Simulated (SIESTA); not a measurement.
Band structure of HfN (Fm-3m, 2 atoms in the cell).

```
HfN
1.0
    0.00000     2.26000     2.26000
    2.26000     0.00000     2.26000
    2.26000     2.26000     0.00000
Hf N
1 1
Direct
  0.00000   0.00000   0.00000
  0.50000   0.50000   0.50000
```

Method: GGA PBE, numerical atomic orbitals DZP, PseudoDojo PBE standard norm-conserving potentials (rewritten from UPF to PSML) run with SIESTA.

Settings: XC.functional = GGA; XC.authors = PBE; potentials = PseudoDojo PBE standard; PAO.BasisSize = DZP; PAO.EnergyShift = 0.01 Ry; MeshCutoff = 400 Ry; kgrid.MonkhorstPack = 10 10 10; OccupationFunction = MP; OccupationMPOrder = 0; ElectronicTemperature = 3156.43 K; MaxSCFIterations = 150; SCF.Mixer.Method = Broyden; SCF.Mixer.Weight = 0.2; SCF.Mixer.History = 8.

The starting cell has typed, rounded lattice constants, without a prior relaxation at this level. Spin-orbit coupling is off. Values carry the incompleteness of an atom-centred basis.

Levels in eV from the Fermi level, bands 6 to 11:
| point | 6 | 7 | 8 | 9 | 10 | 11 |
|---|---|---|---|---|---|---|
| Γ | -3.00 | -3.00 | -3.00 | -0.49 | -0.49 | -0.49 |
| X | -5.54 | -3.95 | -3.71 | -3.71 | 3.92 | 5.35 |
| W | -6.25 | -5.59 | -5.59 | 1.11 | 1.11 | 5.37 |
| K | -6.44 | -5.65 | -5.04 | -0.88 | 3.88 | 4.40 |
| L | -9.00 | -6.32 | -6.32 | 3.31 | 3.58 | 3.58 |
| U | -6.44 | -5.65 | -5.04 | -0.88 | 3.88 | 4.40 |

Bands cross the Fermi level along this path, so the cell is metallic at this level.

Higher empty bands are left out: an atom-centred basis made for the valence describes them poorly.
